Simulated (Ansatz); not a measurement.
Cell and atoms of amorphous Si₃₀N₄₁B:

```xyz
72
Lattice="9.2474 -0.4932 0.4373 -0.4932 9.6315 -0.0676 0.4373 -0.0676 9.1643" Properties=species:S:1:pos:R:3 pbc="T T T"
Si     5.0720     5.0588     1.7226
Si     5.6222     7.3196     3.5671
Si     2.3021     4.8235     5.2272
Si     0.4954     6.5200     3.1897
Si     1.9669     1.6033     8.5124
Si     3.1405     8.8580     4.1305
Si     7.4063     2.2012     4.1330
Si     9.1549     1.5269     2.0451
Si     4.4691     2.3558     4.2797
Si     8.6218     4.0033     6.3901
Si     3.5293     0.6108     1.7675
Si     0.9188     4.3389     7.8948
Si     8.1873     1.7150     8.5811
Si     2.9219     8.4858     7.2393
Si     7.1104     6.9701     6.6013
Si     2.9606     6.2869     2.4642
Si     5.2934     0.8337     8.4683
Si     5.2255     7.9712     0.6776
Si     8.0463     8.1533     2.2020
Si     5.9088    -0.2114     5.6129
Si     2.7650     3.0731     1.8296
Si     8.9129     8.7340     8.4499
Si     5.0844     5.7276     8.4797
Si     0.8559     6.9821     0.1903
Si     8.6618     0.9317     5.9105
Si     0.8177     9.0006     5.9504
Si     3.7392     3.5361     7.0826
Si     0.4713     9.5154     3.3472
Si     9.0054     3.9224     2.1411
Si     6.8675     4.7743     4.2888
N      5.9277     4.3344     9.3362
N      1.4726     6.7945     1.7852
N      8.7416     7.7429     0.6752
N      2.4884     7.2991     8.2731
N      3.8863     2.0845     2.6814
N      4.6456    -0.2277     0.7062
N      4.6784     0.5624     4.6241
N      8.3695     0.3692     7.5317
N      9.5376     1.0547     9.5380
N      4.1478     5.1477     7.2306
N      2.6491     1.6019     0.6461
N      6.0363     3.1926     4.3765
N      0.1695     5.2894     0.1789
N      2.0940     9.3882     2.8775
N      1.0688     3.2648     1.9471
N      4.3126     6.5232     0.9950
N      3.3675     3.4096     5.3014
N      6.3355     8.1105     2.1020
N      2.3317     8.3292     5.5670
N      3.9377     7.5340     3.3831
N      1.0179     5.0876     6.3255
N      2.1823     3.1467     7.8423
N      1.8852     0.1127     7.5699
N      7.2356     0.6780     4.9805
N      8.4782     4.8594     3.4602
N      8.5859     3.2307     7.9533
N      1.9335     5.8350     3.9493
N      4.8905     2.4660     7.8033
N      7.4124     5.2890     5.9178
N      8.7189     7.6179     7.0371
N      0.8493     0.6082     4.9513
N      9.1404     0.0709     2.7814
N      4.5149     9.3244     7.1169
N      8.6580     2.6288     5.3346
N      5.8863     5.6419     3.1935
N      6.0403     7.7415     5.2654
N      6.1959     7.0804     8.1955
N      8.8494     7.5038     3.6909
N      6.6128     1.7883     9.1525
N      7.8353     2.5225     2.4389
N      3.4846     4.5810     2.1867
B      5.8645     3.0044     8.7785
```

Level of theory: PBE, scalar-relativistic without spin-orbit coupling (plane waves to 420 eV, PAW; Ansatz, a first-principles code).

A CHGNet melt-quench gave the starting glass, which DFT then relaxed. N atoms were pushed apart under 1.9 Å during the dynamics, to hinder bonds among them. The hot cell started wider than the set density and was brought back towards it in steps. It is the lowest in DFT energy of 2 quenches. It is a model cell: composition and starting density were chosen by hand, and all elements were melted together. No dispersion term was used. Its density started from a set value of 2.92 and ended at 2.92 g/cm³. The quench (nominally 450 K/ps over its main leg) was far faster than any real one, so the model tends to hold more defects than a real film. A cell of this size samples the disorder only roughly. The volume was held where the preparation left it and the shape relaxed, at a PBE pressure of 0.8 GPa. Stress components on the final sampling reach 0.9 GPa.

Neighbours within Si-Si 2.60 Å, Si-N 2.30 Å, Si-B 2.28 Å, N-N 1.70 Å, N-B 1.86 Å, B-B 1.97 Å count as bonded. Two cations that share two anions don't count as bonded, nor two that share one unless they lie closer than Si-Si 2.38 Å, Si-B 2.09 Å, B-B 1.80 Å.

Question: Give the coordination numbers, mean bond lengths and angles.

Answer: 
- Mean coordination of Si by anions: 4.03 (1 with 3, 27 with 4, 2 with 5)
- Mean coordination of N: 3.02 (2 with 2, 36 with 3, 3 with 4)
- Mean coordination of B by anions: 3.00 (1 with 3)
- Mean Si-N bond: 1.768 Å (spread 0.076 Å, 121 counted)
- Mean N-B bond: 1.466 Å (spread 0.016 Å, 3 counted)
- Bond angle at Si: mean 109.0°, spread 14.9°
- Bond angle at N: mean 115.9°, spread 17.1°

Question: Which atoms depart from the most common coordination of their element?

Answer: Si3 has 3 (N57 1.67 Å, N51 1.71 Å, N47 1.77 Å); Si16 has 5 (N32 1.71 Å, N71 1.81 Å, N50 1.83 Å, N57 1.86 Å, N46 2.01 Å); Si22 has 5 (N33 1.77 Å, N60 1.81 Å, N53 1.87 Å, N38 1.91 Å, N39 2.21 Å); N34 has 2 (Si14 1.63 Å, Si24 1.66 Å); N39 has 4 (Si8 1.72 Å, Si5 1.78 Å, Si13 1.78 Å, Si22 2.21 Å); N40 has 2 (Si23 1.67 Å, Si27 1.67 Å); N46 has 4 (Si18 1.74 Å, Si1 1.80 Å, Si23 1.86 Å, Si16 2.01 Å); N53 has 4 (Si5 1.77 Å, Si26 1.81 Å, Si22 1.87 Å, Si14 2.00 Å).

Question: List the pairs of like atoms that count as bonded by the rules above.

Answer: There are none by these rules.
